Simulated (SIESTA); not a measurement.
A self-consistent single point of Ba₂PdO₃ (Immm, 6 atoms in the cell) with SIESTA.

Level of theory: GGA PBEsol with spin-orbit coupling, numerical atomic orbitals TZP, PseudoDojo PBEsol fully relativistic norm-conserving potentials (rewritten from UPF to PSML) run with SIESTA.

```
CELL_PARAMETERS angstrom
     -1.93974     2.05751     6.68574
      1.93974    -2.05751     6.68574
      1.93974     2.05751    -6.68574
ATOMIC_POSITIONS crystal
  Ba 0.64529 0.64529 0.00000
  Ba 0.35471 0.35471 0.00000
  Pd 0.00000 0.00000 0.00000
  O  0.84579 0.84579 0.00000
  O  0.15421 0.15421 0.00000
  O  0.50000 0.00000 0.50000
```

Reference input (self-consistent single point, DFT, GGA PBEsol, numerical atomic orbitals TZP, PseudoDojo PBEsol standard norm-conserving potentials (rewritten from UPF to PSML)): XC.functional = GGA; XC.authors = PBEsol; potentials = PseudoDojo PBEsol standard; PAO.BasisSize = TZP; PAO.EnergyShift = 0.005 Ry; MeshCutoff = 400 Ry; kgrid.MonkhorstPack = 6 6 6; OccupationFunction = FD; ElectronicTemperature = 0.1 eV; MaxSCFIterations = 150; SCF.Mixer.Method = Broyden; SCF.Mixer.Weight = 0.2. This run's input differs from it in these lines:

```diff
@@ -1,2 +1,2 @@
-# files in the folder: Ba.psml Pd.psml O.psml (PseudoDojo PBEsol standard)
+# files in the folder: Ba.psml Pd.psml O.psml (PseudoDojo PBEsol fully relativistic)
 SystemName  Ba2PdO3
@@ -39,2 +39,11 @@
 ElectronicTemperature        0.1 eV
+Spin                         spin-orbit
+%block DM.InitSpin
+  1 0.00 0.00 0.00
+  2 0.00 0.00 0.00
+  3 0.00 0.00 0.00
+  4 0.00 0.00 0.00
+  5 0.00 0.00 0.00
+  6 0.00 0.00 0.00
+%endblock DM.InitSpin
```

Log, with long lists cut:

```
        iscf     Eharris(eV)        E_KS(eV)     FreeEng(eV)     dDmax    Ef(eV) dHmax(eV)
   scf:    1    -6484.360217    -6530.528817    -6530.536339  1.985683 -7.329049 11.700712
     spin moment: {S} , |S| = {   -0.00000    0.00000   -0.00000 }     0.00000
   scf:    2    -6543.558646    -6538.836449    -6538.857050  0.667441 -7.485502  3.747162
     spin moment: {S} , |S| = {   -0.00000    0.00000    0.00000 }     0.00000
   scf:    3    -6540.237029    -6539.772904    -6539.807439  0.523698 -7.029871  1.587813
     spin moment: {S} , |S| = {    0.00000   -0.00000   -0.00000 }     0.00000
   [... lines left out ...]
     spin moment: {S} , |S| = {    0.00000    0.00000    0.00000 }     0.00000
   scf:   10    -6539.859443    -6539.859540    -6539.910451  0.000290 -6.751122  0.001966
     spin moment: {S} , |S| = {   -0.00000    0.00000   -0.00000 }     0.00000
   scf:   11    -6539.859546    -6539.859546    -6539.910451  0.000054 -6.750948  0.001276
     spin moment: {S} , |S| = {    0.00000   -0.00000    0.00000 }     0.00000
   scf:   12    -6539.859550    -6539.859552    -6539.910451  0.000044 -6.750809  0.000588
     spin moment: {S} , |S| = {    0.00000   -0.00000    0.00000 }     0.00000
SCF Convergence by DM+H criterion
max |DM_out - DM_in|         :     0.0000443201
max |H_out - H_in|      (eV) :     0.0005878164
SCF cycle converged after 12 iterations

Using DM_out to compute the final energy and forces

siesta: E_KS(eV) =            -6539.8596

siesta: E_KS - E_eggbox =     -6539.8596

siesta: Atomic forces (eV/Ang):
     1    0.000046    0.000010   -0.550756
     2   -0.000046   -0.000010    0.550756
     3   -0.000000    0.000000    0.000000
     4    0.000464    0.000224   -0.317801
     5   -0.000464   -0.000224    0.317801
     6   -0.000000   -0.000000   -0.000000
   Tot   -0.000000    0.000000   -0.000000
   Max    0.550756
   Res    0.211957    sqrt( Sum f_i^2 / 3N )
   Max    0.550756    constrained

   [... lines left out ...]
siesta: FreeEng =     -6539.910451
siesta: Cell volume =        106.732154 Ang**3
siesta:         -15.53337805          9.87960954  kBar
   [... lines left out ...]
     3    -0.353608   18.353608    0.000000    0.000000    0.000000    0.000000  Pd
     4    -0.933346    6.933346    0.000000   -0.000000    0.000000    0.000000  O
     5    -0.933346    6.933346    0.000000    0.000000   -0.000000    0.000000  O
     6    -0.819467    6.819467    0.000000    0.000000    0.000000    0.000000  O
 Total    -0.000000                0.000000    0.000000   -0.000000    0.000000
```

The run converged in 12 iterations. Against the reference run the pressure goes from -1.28 to -1.55 GPa and the largest force hardly changes (0.557 to 0.551 eV/Å). The full log also holds: “initDM: WARNING: atom 1 has a closed-shell and cannot be polarized”. The full log also holds: “initDM: WARNING: atom 2 has a closed-shell and cannot be polarized”.

The starting cell comes from a database of computed structures (which also holds hypothetical and non-ambient phases and stackings), without a prior relaxation at this level. Values carry the incompleteness of an atom-centred basis.

Cost on one core of a shared machine: roughly 4 min.
